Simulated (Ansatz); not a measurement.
Consider SnSe$_{2}$ in the CdI2 type structure (space group P-3m1, No. 164; a = 3.840 Å, c = 6.006 Å; layered, stacked along the Cartesian z axis). Axes: x lies along a and z along c of the hexagonal cell.

Level of theory: DFT with PBE-D3(BJ), PAW potentials and a 420 eV plane-wave cutoff in Ansatz (a quantum-chemistry and plane-wave program), no SOC.

Strains are applied to the cell and any free atomic positions relax; under biaxial strain the out-of-plane vector relaxes too.

One change was made to it. Results:

| quantity | base | after |
|---|---|---|
| band gap | 0.36 eV | 0.46 eV |
| pressure (mean of the normal stresses, compression positive) | 0.00 GPa | -2.76 GPa |

Which change produced these results?
A) biaxial strain +1.16 %, plane normal [001], relaxed out of plane
B) isotropic strain −3.35 %
C) isotropic strain +2.85 %

C, isotropic strain +2.85 %. For comparison, the band gap in the other runs: biaxial strain +1.16 %, plane normal [001], relaxed out of plane gives 0.25 eV; isotropic strain −3.35 % gives 0.12 eV.

Stability against distortions was not tested. The zero or small gap of SnSe2 under biaxial strain +1.16 %, plane normal [001], relaxed out of plane and SnSe2 under isotropic strain −3.35 % can change with the level of theory.
